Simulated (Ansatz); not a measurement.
MoSi2: uniaxial strain ε_xx = +2.50 %

Consider MoSi2 (space group I4/mmm, No. 139; a = 3.174 Å, c = 7.779 Å; relaxed with 0.1 eV smearing). Axes: x, y, z lie along a, b, c of the conventional cell.

One thing is altered: uniaxial strain ε_xx = +2.50 %, all other strain components held at zero, atoms relaxed at fixed cell.

Computed with LDA (Ansatz, a quantum-chemistry and plane-wave program; PAW; 420 eV plane waves; scalar-relativistic without spin-orbit coupling). Γ-centred 25×25×25 mesh, Fermi–Dirac width 0.1 eV.

* **Volume per atom**: 13.39 Å³ (base 13.06 Å³)
* **Space group**: Immm (No. 71) (base I4/mmm (No. 139))
* **Shortest interatomic distance**: 255.9 pm (base 256.4 pm)
* **Energy relative to the base (free energy F)**: +10 meV/atom
* **Band gap**: zero (base zero)
* **Stress (xx, yy, zz, yz, xz, xy; compression positive)**: (-9.9, -2.9, -2.3, 0.0, 0.0, 0.0) GPa

No phonon test of stability was made. The final runs are not spin-polarised.
